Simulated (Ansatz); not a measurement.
Input and output of a self-consistent single point for KCaF3 (P4mm, 5 atoms in the cell) (Ansatz, a program for electronic structure).

Computed with PBEsol, harder PAW files (source: ansatz) made with PBE (plane waves; Ansatz).

```
CELL_PARAMETERS angstrom
      4.46828     0.00000     0.00000
      0.00000     4.46828     0.00000
      0.00000     0.00000     4.46828
ATOMIC_POSITIONS crystal
  K  0.50000 0.50000 0.51119
  Ca 0.00000 0.00000 0.00000
  F  0.00000 0.50000 0.00000
  F  0.50000 0.00000 0.00000
  F  0.00000 0.00000 0.50000
```

Reference input (self-consistent single point, DFT, PBEsol, plane waves, default PAW files made with PBE): basis.ecutwfc = 420 eV; kpoints.mp_grid.grid = 6 6 6; hamiltonian.xc = pbesol; hamiltonian.pseudopotentials = {kind: paw} (the program's default PAW files); scf.occupations.method = fixed. This run's input differs from it in these lines:

Ansatz 0.2 input:
```diff
@@ -13,3 +13,3 @@
 basis:
-  ecutwfc: 420.0 eV
+  ecutwfc: 1260.0 eV
 kpoints:
@@ -18,3 +18,3 @@
   xc: pbesol
-  pseudopotentials: { kind: paw }
+  pseudopotentials: { kind: paw, source: ansatz }
 scf:
```

The program printed (abridged):

```
SCF iter   1: F=—  HF=-5726.889920 eV  |F-HF|=—  |Δ(HF+E_count)|=         —  Δρ=1.90e-1  dr2=2.88e1  ethr=3.10e-3  ⟨swp⟩=6.5  Hψ=5279  notcnv=0  defer=84
all-band conjugate gradients solve this SCF's bands
preconditioner: auto → Resta (q_TF=auto, 2.387 Å⁻¹)
SCF iter   2: F=—  HF=-5720.687726 eV  |F-HF|=—  |Δ(HF+E_count)|=    6.20e0  Δρ=8.42e-2  dr2=3.57e0  ethr=3.10e-3  ⟨swp⟩=5.0  Hψ=3334  notcnv=0  defer=81
   [... lines left out ...]
SCF iter   7: F=—  HF=-5719.682308 eV  |F-HF|=—  |Δ(HF+E_count)|=   2.87e-4  Δρ=8.41e-5  dr2=1.18e-5  ethr=3.99e-7  ⟨swp⟩=2.4  Hψ=1556  notcnv=0  defer=118
SCF iter   8: F=—  HF=-5719.682537 eV  |F-HF|=—  |Δ(HF+E_count)|=   2.29e-4  Δρ=9.41e-5  dr2=4.61e-6  ethr=2.95e-8  ⟨swp⟩=2.0  Hψ=1737  notcnv=0  defer=104
SCF iter   9: F=—  HF=-5719.682536 eV  |F-HF|=—  |Δ(HF+E_count)|=   7.29e-7  Δρ=3.76e-5  dr2=7.71e-7  ethr=1.15e-8  ⟨swp⟩=2.0  Hψ=1645  notcnv=0  defer=105
SCF iter  10: F=-5719.682536 eV  HF=-5719.682536 eV  |F-HF|=7.60e-9  |Δ(HF+E_count)|=   4.05e-8  Δρ=5.26e-6  dr2=3.00e-8  ethr=2.50e-10  ⟨swp⟩=12.0  Hψ=7242  notcnv=0
SCF 1 converged in 10 iterations: F = -5719.682536 eV  dr2 = 3.00e-8
Free energy (F): -5719.682536 eV
Internal energy: -5719.682536 eV  (E = F + TS)
E sigma→0 (E₀):  -5719.682536 eV
Fermi energy:    1.117247 eV
--- Forces (eV/Å), atoms counted from 1 ---
  atom   1  K     -0.00000000     0.00000000    -0.00538815
  atom   2  Ca     0.00000000     0.00000000     0.04295543
  atom   3  F      0.00000000     0.00000000    -0.02772807
  atom   4  F      0.00000000     0.00000000    -0.02772807
  atom   5  F     -0.00000000     0.00000000     0.01788925
--- Stress (GPa, compression-positive) ---
       -1.975159       0.000000      -0.000000
        0.000000      -1.975159       0.000000
       -0.000000       0.000000      -1.976348
  P = ⅓ Tr σ = -1.9756 GPa (-19.756 kbar)
  The stress holds the Pulay correction. Without it, at fixed plane waves, as pw.x and ABINIT print it: P = -1.9784 GPa
```

The run converged in 10 iterations. Against the reference run the pressure hardly changes (-1.97 to -1.98 GPa), the largest force stays at 0.043 eV/Å and the gap on the mesh moves little (6.076 to 6.072 eV).

The starting cell comes from a database of computed structures (which also holds hypothetical and non-ambient phases and stackings), without a prior relaxation at this level. Its lattice was rescaled by up to half a per cent. One atom was moved a little off its site on purpose. Ansatz's pressure includes its estimate of the finite-basis (Pulay) stress.

Cost on one core of a shared machine: roughly 50 s.
